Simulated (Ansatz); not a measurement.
SrTiO3 under load (space group Cmmm), PBEsol with spin-orbit coupling, rigid bands in Ansatz (a first-principles code). Condition of this run: uniaxial stress along [110] of -1 GPa (compression positive) (the target of the relaxation). Band gap 1.83 eV, N_c = 4.91e19 cm⁻³ and N_v = 2.08e20 cm⁻³ at 300 K, conductivity masses along x (a = (3.90, 0.01, 0.00) Å; b = (0.01, 3.90, 0.00) Å; c = (0.00, 0.00, 3.89) Å) of 0.649 mₑ (electrons) and 1.91 mₑ (holes). Take k_BT = 0.02585 eV.

### Question
What built-in voltage has an abrupt junction with N_A = 1e17 and N_D = 1e17 cm⁻³, all dopants ionised?

### Answer
V_bi = E_g/e − (k_BT/e) ln(N_c N_v/(N_A N_D)) = 1.83 − 0.02585 × 13.84 = 1.47 V, for the computed gap.

### Question
What thermal injection velocity √(2k_BT/πm) limits a ballistic channel along the direction named?

### Answer
6.68e6 cm/s for electrons and 3.89e6 cm/s for holes, a ratio of √(m_h/m_e) = 1.72, for dilute carriers.

### Question
A film of it is 8 nm thick, with its normal along the direction named. Estimate the confinement energies in an infinite well.

### Answer
ħ²π²/(2m t²) = 0.376 eV·nm²/(m/mₑ × t²) gives 9.05 meV for electrons and 3.08 meV for holes, so the gap would widen to about 1.84 eV. Finite barriers and nonparabolic bands lower this, and with several valleys or bands the heaviest mass along the normal sets the lowest level, not this average.

Rigid bands with the computed gap; masses take one relaxation time for all states.
